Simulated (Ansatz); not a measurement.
SmSi (Pnma, No. 62; cell taken from a computed entry)

All values below come from PBEsol (Ansatz, an electronic-structure program, plane waves, PAW).

Settings: plane-wave cutoff 500 eV, 6×10×8 k mesh (along the axes of the cell as run), Fermi–Dirac smearing 0.05 eV, spin-polarised start, scalar-relativistic PAW data made under PBE.

Cell (relaxed at this level):

```
CELL_PARAMETERS angstrom
      8.19119     0.00000     0.00000
      0.00000     3.87675     0.00000
      0.00000     0.00000     5.82979
ATOMIC_POSITIONS crystal
  Sm 0.17869 0.25000 0.60700
  Sm 0.82131 0.75000 0.39300
  Sm 0.32131 0.75000 0.10700
  Sm 0.67869 0.25000 0.89300
  Si 0.03184 0.25000 0.11669
  Si 0.96816 0.75000 0.88331
  Si 0.46816 0.75000 0.61669
  Si 0.53184 0.25000 0.38331
```

```json
{
 "band_gap": "none"
}
```

Note: the magnetic order was assumed, not searched for or taken from measurement; the relaxation could not lower the start's symmetry, so the cell can be a saddle point above a distorted one; the 4f shell is treated without U or exact exchange, so its levels and filling can be wrong.

Spin–orbit coupling is not included.

Computing time: very roughly 50 core-minutes.
